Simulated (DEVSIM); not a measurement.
Structure: abrupt InP n-p junction, at 300 K.

```csv
layer (left to right),material,thickness (μm),Nd (cm⁻³),Na (cm⁻³),τn (s),τp (s)
1,InP,0.430,9.4e15,-,2e-9,2e-9
2,InP,6.30,-,4.9e14,2e-9,2e-9
```

Left contact: ohmic. Right contact: ohmic. Voltage is applied to the left contact. Recombination: SRH at mid-gap, Auger. Mobility is μmin + (μ − μmin)/(1 + (N/Nref)^α).

The device is made up for the run: typed textbook-type constants, with dimensions and the other settings drawn at random. Values at 300 K.

```csv
parameter,InP
gap (eV),1.344
affinity (eV),4.38
permittivity,12.5
Nc (cm⁻³),5.7e17
Nv (cm⁻³),1.1e19
μn (cm²/Vs),5200
μp (cm²/Vs),170
"μn,min",400
"μp,min",10
"Nref,n",3e17
"Nref,p",4.9e17
αn,0.47
αp,0.62
Cn (cm⁶/s),9e-31
Cp (cm⁶/s),9e-31
```

DEVSIM, 1D drift-diffusion, Boltzmann statistics, complete ionisation; no tunnelling, impact ionisation, image-force lowering or self-heating.

Problem. Tabulate band edges, carrier densities and field at -1.0 V on the left contact.

Solution. Energies count from the Fermi level of the right contact; mesh points crowd at the junctions.

| x (μm) | Ec (eV) | Ev (eV) | n (cm⁻³) | p (cm⁻³) | field (V/cm) |
|---|---|---|---|---|---|
| 0.000 | 1.106 | -0.238 | 9.4e15 | < 1e2 | ≈ 0 |
| 0.02128 | 1.106 | -0.238 | 9.4e15 | 6.4e11 | ≈ 0 |
| 0.05922 | 1.106 | -0.238 | 9.4e15 | 1.8e12 | ≈ 0 |
| 0.1214 | 1.106 | -0.238 | 9.4e15 | 3.6e12 | ≈ 0 |
| 0.2758 | 1.107 | -0.237 | 9.1e15 | 8.6e12 | 210 |
| 0.3517 | 1.111 | -0.233 | 7.7e15 | 1.3e13 | 1200 |
| 0.3981 | 1.120 | -0.224 | 5.4e15 | 2.0e13 | 3000 |
| 0.4295 | 1.133 | -0.211 | 3.3e15 | 3.5e13 | 5300 |
| 0.4502 | 1.143 | -0.201 | 2.2e15 | 5.2e13 | 4400 |
| 0.4907 | 1.159 | -0.185 | 1.2e15 | 9.6e13 | 3200 |
| 0.5682 | 1.178 | -0.166 | 5.8e14 | 2.1e14 | 1900 |
| 0.7859 | 1.200 | -0.144 | 2.3e14 | 5.0e14 | 420 |
| 1.132 | 1.204 | -0.140 | 1.6e14 | 6.3e14 | -30 |
| 1.795 | 1.198 | -0.146 | 1.3e14 | 6.2e14 | -110 |
| 3.580 | 1.170 | -0.174 | 8.9e13 | 5.8e14 | -200 |
| 5.025 | 1.137 | -0.207 | 6.3e13 | 5.5e14 | -260 |
| 5.850 | 1.114 | -0.230 | 4.4e13 | 5.3e14 | -300 |
| 6.281 | 1.100 | -0.244 | 2.8e13 | 5.1e14 | -330 |
| 6.552 | 1.091 | -0.253 | 1.3e13 | 5.0e14 | -340 |
| 6.649 | 1.088 | -0.256 | 6.2e12 | 4.9e14 | -350 |
| 6.699 | 1.086 | -0.258 | 2.5e12 | 4.9e14 | -350 |
| 6.730 | 1.085 | -0.259 | < 1e2 | 4.9e14 | -350 |
